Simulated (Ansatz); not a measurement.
## CuI, response to strain

Take CuI in the zinc blende structure (space group F-43m, No. 216; a = 6.0228 Å) as the base. Axes: x, y, z lie along the cube axes.

Strains are applied to the cell and any free atomic positions relax; under biaxial strain the out-of-plane vector relaxes too.

Calculations: r2SCAN (Ansatz, a quantum-chemistry and plane-wave program, PAW, no SOC).

| biaxial strain, plane normal [111], relaxed out of plane (%) | out-of-plane strain (%) |
|---|---|
| 0 | 0.00 |
| 0.42 | ? |
| 0.83 | -0.63 |
| 1.25 | -0.94 |
| 1.67 | -1.24 |
| 2.08 | -1.54 |

Question: Fit ε⊥ = −νε + γε² (strains in %) to the rows shown and predict the withheld row.

Answer: Least squares on the printed values gives ν = 0.77 (the biaxial Poisson response) and γ = 0.014 (largest residual 0.00 %); this predicts -0.32 %, and the run gives -0.32 %, in agreement.

No phonon test of stability was made. All final runs are without spin polarisation.
